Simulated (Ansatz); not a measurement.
**BaHfO3 in the cubic perovskite structure (space group Pm-3m, No. 221)**

```cif
data_BaHfO3
_chemical_formula_sum 'Ba1 Hf1 O3'
_space_group_name_H-M_alt 'Pm-3m'
_space_group_IT_number 221
_space_group_name_Hall '-P 4 2 3'
_cell_length_a 4.20617
_cell_length_b 4.20617
_cell_length_c 4.20617
_cell_angle_alpha 90.000
_cell_angle_beta 90.000
_cell_angle_gamma 90.000
loop_
_atom_site_label
_atom_site_type_symbol
_atom_site_symmetry_multiplicity
_atom_site_Wyckoff_symbol
_atom_site_fract_x
_atom_site_fract_y
_atom_site_fract_z
_atom_site_occupancy
Ba1 Ba 1 a 0.00000 0.00000 0.00000 1
Hf1 Hf 1 b 0.50000 0.50000 0.50000 1
O1 O 3 c 0.00000 0.50000 0.50000 1
```

All numbers come from PBE in Ansatz (plane waves to 420 eV, PAW, no spin-orbit coupling). Γ-centred 8×8×8 mesh, Fermi–Dirac width 0.05 eV.

The volume per atom is 14.88 Å³, the density is 8.12 g/cm³ and the band gap is 3.62 eV, indirect, R → Γ. The electron mass (degenerate bands, along [100]) is 0.35, 0.35, 2.3 mₑ and the lowest conduction-band minima above the VBM comes out as Γ 3.62 eV. The total energy is -4676.486 eV/atom (σ→0; compares only within this code and set-up).

With Hf present, leaving out spin-orbit coupling can change the band edges. Effective masses come from finite differences of ±0.01 Å⁻¹. No phonon test of stability was made.

Ansatz is a program for electronic structure.
